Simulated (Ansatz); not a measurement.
InAs: In on a As site (antisite), symmetric start

The reference is an 8-atom supercell of InAs in the zinc blende structure (space group F-43m, No. 216; a = 6.1084 Å) at its relaxed geometry.

Modification: one As atom is replaced by In, atoms relaxed at fixed cell.

Computed with Ansatz (an electronic-structure program) r2SCAN, scalar-relativistic without spin-orbit coupling, earlier PAW set. Settings: 4×4×4 k-points, 0.05 eV Fermi–Dirac smearing.

The mean distance from the defect site to its nearest host atoms grows by 0.075 Å to 2.72 Å.

Final structure:

```xyz
8
Lattice="-6.1084 0.0000 0.0000 0.0000 0.0000 6.1084 0.0000 6.1084 0.0000" Properties=species:S:1:pos:R:3 pbc="T T T"
In    -1.5271     4.5813     4.5813
As    -4.5813     1.5271     4.5813
As    -4.5813     4.5813     1.5271
As    -1.5271     1.5271     1.5271
In     0.0436     0.0436     0.0436
In    -3.0978     3.0106     0.0436
In    -3.0978     0.0436     3.0106
In     0.0436     3.0106     3.0106
```

The cell is small, so the values are those of an ordered compound at a high defect concentration; dilute-limit values will differ. The defect started on the symmetric site and kept its symmetry, so it may sit on a saddle. All final runs are without spin polarisation. The defect cell is not spin-polarised.
